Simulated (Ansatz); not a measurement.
Take PbTe in the rock salt structure (space group Fm-3m, No. 225; a = 6.5342 Å) as the base.

Calculations: r2SCAN (Ansatz, a program for electronic structure; PAW; 500 eV plane waves; spin-orbit coupling left out).

Before the change:

* **Valley order**: L along ⟨111⟩ 1.09 eV; a point along ⟨110⟩, about 0.5 Å⁻¹ from Γ 1.61 eV; a point along ⟨100⟩, about 0.3 Å⁻¹ from Γ 2.01 eV

One thing is altered: 0.488 electrons added to each cell, a density of 7.0×10^21 cm⁻³, with a uniform compensating background at fixed cell and a 300 K Fermi–Dirac width.

Question: How does this affect the valley order?

Answer: The valley order (the lowest conduction-band minima on the path, energy above the VBM, named in the base's zone) goes from L along ⟨111⟩ 1.09 eV; a point along ⟨110⟩, about 0.5 Å⁻¹ from Γ 1.61 eV; a point along ⟨100⟩, about 0.3 Å⁻¹ from Γ 2.01 eV to L along ⟨111⟩ 1.00 eV; a point along ⟨110⟩, about 0.5 Å⁻¹ from Γ 1.54 eV; a point along ⟨100⟩, about 0.3 Å⁻¹ from Γ 1.97 eV.

Charged cell with a jellium background: band edges are those of the host's band count, energies are not comparable with the neutral cell, and many-body gap narrowing is missing. With Pb and Te present, leaving out spin-orbit coupling can change the band edges. The levels and masses belong to the bands next to the band gap. No phonon test of stability was made.
